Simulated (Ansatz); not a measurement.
The starting structures come from a database of crystals and need not be the phases stable at ambient conditions.

**Evanescent states of LaCuSeO (P4/nmm, not sure to be the ambient phase, 8 atoms a cell, 18.3 Å³ an atom) along the normal of (001)**

Level of theory: r2SCAN (plane waves, PAW; Ansatz, an electronic-structure program).

No gap correction and no spin-orbit coupling; mid-gap values are interpolated between computed energies.

Energies count from the valence-band top; κ is the least over a 8×8 mesh across the current.

```json
[
 {"E (eV)": "0.05", "κ (1/Å)": "0.151", "where": "Γ"},
 {"E (eV)": "0.15", "κ (1/Å)": "0.214", "where": "Γ"},
 {"E (eV)": "0.25", "κ (1/Å)": "0.222", "where": "Γ"},
 {"E (eV)": "0.35", "κ (1/Å)": "0.227", "where": "Γ"},
 {"E (eV)": "0.45", "κ (1/Å)": "0.231", "where": "Γ"},
 {"E (eV)": "0.55", "κ (1/Å)": "0.233", "where": "Γ"},
 {"E (eV)": "0.65", "κ (1/Å)": "0.234", "where": "Γ"},
 {"E (eV)": "0.75", "κ (1/Å)": "0.234", "where": "Γ"},
 {"E (eV)": "0.85", "κ (1/Å)": "0.233", "where": "Γ"},
 {"E (eV)": "0.95", "κ (1/Å)": "0.230", "where": "Γ"},
 {"E (eV)": "1.05", "κ (1/Å)": "0.227", "where": "Γ"},
 {"E (eV)": "1.15", "κ (1/Å)": "0.222", "where": "Γ"},
 {"E (eV)": "1.25", "κ (1/Å)": "0.215", "where": "Γ"},
 {"E (eV)": "1.35", "κ (1/Å)": "0.207", "where": "Γ"},
 {"E (eV)": "1.45", "κ (1/Å)": "0.197", "where": "Γ"},
 {"E (eV)": "1.55", "κ (1/Å)": "0.184", "where": "Γ"},
 {"E (eV)": "1.65", "κ (1/Å)": "0.169", "where": "Γ"},
 {"E (eV)": "1.75", "κ (1/Å)": "0.149", "where": "Γ"},
 {"E (eV)": "1.85", "κ (1/Å)": "0.124", "where": "Γ"}
]
```

Q: How thick must the barrier be to attenuate the transmission by 10^8 when the electrodes' Fermi level lies at 0.95 eV, and what attenuation does that film give at 1.35 eV?

A: d = 8 ln 10 / (2 × 0.230) = 40.0 Å. At 1.35 eV it gives 8 × 0.207/0.230 = 7.2 decades.
